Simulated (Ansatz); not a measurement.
System: AlB2-type ZrB₂. Method: r²SCAN+rVV10 in Ansatz (PAW).

Numerical settings: plane-wave cutoff 600 eV, 24×24×18 k mesh (along the axes of the cell as run), Fermi–Dirac smearing 0.086 eV (set by the program), scalar-relativistic PAW data made under PBE.

Computed at the level's own relaxed cell.

**Question.** Predict the Voigt–Reuss–Hill shear modulus (Hill average), Voigt–Reuss–Hill bulk modulus, Young modulus, elastic constant C13, elastic constant C11, elastic constant C12, elastic constant C33, elastic constant C44 and elastic constant C66.

**Answer.** 
- Voigt–Reuss–Hill shear modulus (Hill average) = 242 GPa
- Voigt–Reuss–Hill bulk modulus = 245 GPa
- Young modulus = 546 GPa
- elastic constant C13 = 123 GPa
- elastic constant C11 = 584 GPa
- elastic constant C12 = 53.9 GPa
- elastic constant C33 = 447 GPa
- elastic constant C44 = 261 GPa
- elastic constant C66 = 265 GPa

Measured, for comparison: elastic constant C13 121 GPa, elastic constant C11 568 GPa, elastic constant C12 57 GPa, elastic constant C33 441 GPa (room temperature, no zero-point or thermal correction; as tabulated in Zhang et al. (2020), arXiv:1911.03307). Computed (rounded) less measured: elastic constant C13 +2 %, elastic constant C11 +3 %, elastic constant C12 -5 %, elastic constant C33 +1 %. A static lattice is as a rule a little smaller and stiffer than an uncorrected measurement, which narrows the difference in the elastic constant C13, elastic constant C11, elastic constant C33 and would widen misses of the other sign.

Elastic constants are with the ions relaxed.

Static lattice: no zero-point or thermal effects.

Ansatz is a program for electronic structure.
